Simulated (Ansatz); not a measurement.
An Ansatz (an electronic-structure program) run: Zr; Ansatz, PBE, PAW, cutoff 420 eV, scalar-relativistic without spin-orbit coupling, earlier PAW set.

Input:

Ansatz 0.2 input:
```yaml
crystal:
  lattice:
    - [3.2315957504, 0, 0]
    - [-1.6157978752, 2.7986440146, 0]
    - [0, 0, 5.1736271231]
  atoms:
    - { symbol: Zr, position: [0.3333333333, 0.6666666667, 0.75] }
    - { symbol: Zr, position: [0.6666666667, 0.3333333333, 0.25] }
basis: { ecutwfc: 420, ecutrho_ratio: 4, xc_grid: 2, fft_grid_basis: typed }
kpoints: { mp_grid: { grid: [17, 17, 9] } }
hamiltonian:
  xc: pbe
  dispersion: none
  pseudopotentials: { azcp: { folder: ./paw }, kind: paw }
scf: { occupations: { method: fermi_dirac, width: 0.05 }, convergence: { dr2_threshold: 0.0000000002 } }
output: { forces: true, stress: true }
checkpoint: { write: state.ck, write_every: 1000 }
```

Output (explanatory and most iteration lines left out):

```
Pseudopotential: Zr, paw, valence charge 12
Crystal: 2 atoms, lattice volume = 46.791 Å³
Basis set: ecut = 420 eV, 941 PW (Γ), exchange–correlation on 48×48×72 points (8 copies of the dense FFT grid, shifted against one another)
Bands: 16, of which v1, the nominal top of the filled ones, is band 12 counted from 1 (11 counted from 0)
Symmetry: 24 space group operations
Space group: P63/mmc (ITA 194), of the structure as read, at distance tolerance 3.6e-5 Å
k-points: 165 of 2601
Functional: x = pbe(κ = 0.804, μ = 0.2195149727645171), c = pbe(β = 0.06672455060314922)
SCF iter   1: F=—  HF=-8367.898587 eV  |F-HF|=—  |Δ(HF+E_count)|=         —  Δρ=2.90e-2  dr2=5.09e-1  ethr=3.10e-3  ⟨swp⟩=5.1  Hψ=11304  notcnv=0
SCF iter   2: F=—  HF=-8367.779336 eV  |F-HF|=—  |Δ(HF+E_count)|=   1.19e-1  Δρ=1.76e-2  dr2=1.79e-1  ethr=2.12e-3  ⟨swp⟩=2.0  Hψ=4504  notcnv=0
SCF 1 converged in 8 iterations: F = -8367.729939 eV  dr2 = 2.96e-11
SCF converged after 8 iterations
Free energy (F): -8367.729939 eV
Internal energy: -8367.713431 eV  (E = F + TS)
E sigma→0 (E₀):  -8367.721685 eV
Entropy (-TS):   -0.016508 eV (-8.254 meV/atom)
Fermi energy:    13.898965 eV
--- Forces (eV/Å), atoms counted from 1 ---
  atom   1  Zr     0.00000000    -0.00000000    -0.00000000
  atom   2  Zr     0.00000000     0.00000000     0.00000000
--- Stress (GPa, compression-positive) ---
        0.002050       0.000000      -0.000000
        0.000000       0.002050      -0.000000
       -0.000000      -0.000000       0.000292
  P = ⅓ Tr σ = 0.0015 GPa (0.015 kbar)
```

No phonon test of stability was made. All final runs are without spin polarisation. The cell is Zr in the hcp (Mg type) structure (space group P6_3/mmc, No. 194).
